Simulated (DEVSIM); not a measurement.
System: Schottky contact on n-type Ge, at 300 K.

Layer 1 from the left is Ge, thickness (μm) 9.20, Nd (cm⁻³) 6.9e17, τn (s) 2.7e-5, τp (s) 2.7e-5. Layer 2 from the left is Ge, thickness (μm) 30.0, Nd (cm⁻³) 1.5e18, τn (s) 2.7e-5, τp (s) 2.7e-5.

Left contact: Schottky, work function 4.31 eV, emission velocity 7.3e6 cm/s. Right contact: ohmic. Voltage is applied to the left contact. Recombination: SRH at mid-gap, Auger. Mobility is μmin + (μ − μmin)/(1 + (N/Nref)^α).

The device is made up for the run: typed textbook-type constants, with dimensions and the other settings drawn at random. Values at 300 K.

Ge: gap (eV) 0.664, affinity (eV) 4, permittivity 16, Nc (cm⁻³) 1.04e19, Nv (cm⁻³) 6e18, μn (cm²/Vs) 3900, μp (cm²/Vs) 1900, μn,min 150, μp,min 100, Nref,n 2.6e17, Nref,p 4e17, αn 0.56, αp 0.6, Cn (cm⁶/s) 1e-31, Cp (cm⁶/s) 1e-31.

Model (solved in DEVSIM): 1D drift-diffusion, Boltzmann statistics, complete ionisation; no tunnelling, impact ionisation, image-force lowering or self-heating. Metal contacts follow the ideal Schottky-Mott rule: no Fermi-level pinning, no interface dipoles.

**Question.** What does the simulation give for the potential step across the device at zero bias?

**Answer.** potential step across the device at zero bias 0.260 V.
